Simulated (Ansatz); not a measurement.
Consider interstitial Li in monoclinic ZrO2 strained by -1.5 % along x and y, z held, charge state +1. Level of theory: PBE, PAW (plane waves to 420 eV; Ansatz, a program for electronic structure).

Settings: 96 host sites, the strained lattice (strain from the relaxed PBE one, atoms relaxed), the Γ point alone, smearing 0.01 eV, spin-restricted, no image-charge correction. Energies are static. The charge state is imposed; whether it is stable for some Fermi level was not computed. Sites that were not tried may lie lower.

Barriers: single points on a 2×2×2 k-point mesh shifted by half a step at the bands' geometries.

Relaxed starting cell (atoms counted from 1):

```
CELL_PARAMETERS angstrom
     10.22300     0.00000     0.00000
      0.00000    10.32629     0.00000
     -1.77998     0.00000    10.60481
ATOMIC_POSITIONS crystal
  Zr 0.13708 0.22583 0.35596
  Zr 0.13895 0.22853 0.85618
  Zr 0.13924 0.72779 0.35513
  Zr 0.13898 0.72951 0.85596
  Zr 0.63687 0.23046 0.35381
  Zr 0.63915 0.22832 0.85469
  Zr 0.63956 0.72876 0.35475
  Zr 0.64018 0.72976 0.85260
  Zr 0.35942 0.26948 0.14601
  Zr 0.35976 0.26827 0.65025
  Zr 0.36145 0.77584 0.14409
  Zr 0.36202 0.77184 0.64594
  Zr 0.86269 0.27096 0.14549
  Zr 0.86116 0.27042 0.64428
  Zr 0.86393 0.77318 0.14553
  Zr 0.86059 0.77205 0.64458
  Zr 0.35198 0.47387 0.40974
  Zr 0.36278 0.48034 0.89704
  Zr 0.36205 0.97805 0.39619
  Zr 0.36276 0.97864 0.89503
  Zr 0.86186 0.47866 0.39426
  Zr 0.86395 0.47871 0.89195
  Zr 0.86038 0.97846 0.39497
  Zr 0.86167 0.97880 0.89485
  Zr 0.13885 0.02154 0.10490
  Zr 0.13773 0.02044 0.60532
  Zr 0.13878 0.52023 0.10592
  Zr 0.13558 0.52137 0.60941
  Zr 0.63977 0.02247 0.10489
  Zr 0.63840 0.02250 0.60450
  Zr 0.65060 0.52241 0.09813
  Zr 0.63876 0.52086 0.60291
  O  0.03284 0.08389 0.42451
  O  0.03343 0.08651 0.92529
  O  0.03520 0.58413 0.42451
  O  0.03648 0.58414 0.92396
  O  0.53098 0.09072 0.42539
  O  0.53424 0.08624 0.92520
  O  0.52991 0.58288 0.41900
  O  0.53728 0.58542 0.92276
  O  0.46753 0.42165 0.08272
  O  0.46593 0.41111 0.57895
  O  0.46819 0.91428 0.07509
  O  0.46756 0.91322 0.57470
  O  0.96636 0.41480 0.07599
  O  0.96384 0.41604 0.57708
  O  0.96772 0.91444 0.07561
  O  0.96573 0.91399 0.57555
  O  0.46617 0.34643 0.32204
  O  0.46639 0.33492 0.83010
  O  0.46869 0.83758 0.32414
  O  0.46775 0.83612 0.82499
  O  0.96566 0.33412 0.32713
  O  0.96702 0.33502 0.82560
  O  0.96813 0.83504 0.32672
  O  0.96634 0.83601 0.82593
  O  0.03332 0.16298 0.17547
  O  0.03431 0.16445 0.67445
  O  0.03786 0.66522 0.17488
  O  0.03297 0.66535 0.67526
  O  0.53210 0.16558 0.17407
  O  0.53232 0.16259 0.67677
  O  0.53623 0.66309 0.17245
  O  0.53359 0.66354 0.67221
  O  0.21837 0.36680 0.49602
  O  0.22587 0.37095 0.99198
  O  0.22411 0.86978 0.48897
  O  0.22423 0.87249 0.98914
  O  0.72251 0.37191 0.48697
  O  0.72503 0.37285 0.98691
  O  0.72235 0.87207 0.48808
  O  0.72388 0.87226 0.98880
  O  0.27704 0.12787 0.01171
  O  0.27652 0.12684 0.51247
  O  0.27846 0.62940 0.01357
  O  0.27532 0.62653 0.51432
  O  0.77712 0.12944 0.01140
  O  0.77596 0.12861 0.51039
  O  0.78259 0.63119 0.00800
  O  0.77517 0.62913 0.50900
  O  0.27720 0.12149 0.26164
  O  0.27643 0.12132 0.76274
  O  0.28570 0.61582 0.26204
  O  0.27715 0.62219 0.76357
  O  0.77503 0.12242 0.26136
  O  0.77688 0.12150 0.76077
  O  0.77898 0.62199 0.25860
  O  0.77710 0.62100 0.75871
  O  0.22085 0.37696 0.24341
  O  0.22348 0.37948 0.74296
  O  0.22434 0.87743 0.23908
  O  0.22391 0.87865 0.73924
  O  0.72367 0.38008 0.23662
  O  0.72319 0.37830 0.73698
  O  0.72480 0.87842 0.23859
  O  0.72337 0.87885 0.73801
  Li 0.45456 0.52316 0.22524
```
Cell charge +1.

End state 1 differs by these moves (Å; atoms that move under 0.08 Å are left out):

| atom | element | Δx | Δy | Δz |
|---|---|---|---|---|
| 8 | Zr | 0.11 | -0.03 | -0.05 |
| 11 | Zr | -0.13 | 0.00 | 0.17 |
| 17 | Zr | 0.12 | 0.04 | -0.15 |
| 31 | Zr | -0.13 | -0.02 | 0.07 |
| 41 | O | 0.02 | -0.10 | -0.09 |
| 43 | O | -0.02 | -0.11 | -0.03 |
| 49 | O | 0.01 | -0.10 | 0.03 |
| 52 | O | -0.02 | -0.08 | 0.08 |
| 63 | O | -0.06 | 0.04 | -0.04 |
| 65 | O | 0.06 | 0.04 | -0.07 |
| 75 | O | 0.07 | 0.05 | -0.02 |
| 83 | O | -0.11 | 0.07 | 0.02 |
| 91 | O | -0.08 | 0.06 | 0.07 |
| 97 | Li | 0.44 | 2.10 | -2.65 |

**Question.** What forward and backward barriers to end state 1 does PBE, PAW give?

**Answer.** forward 1.21 eV, backward 1.21 eV; at the saddle point atom 97 has neighbours O at 1.69, O at 1.71, O at 1.75, O at 1.97 Å. The saddle point's order was not checked.
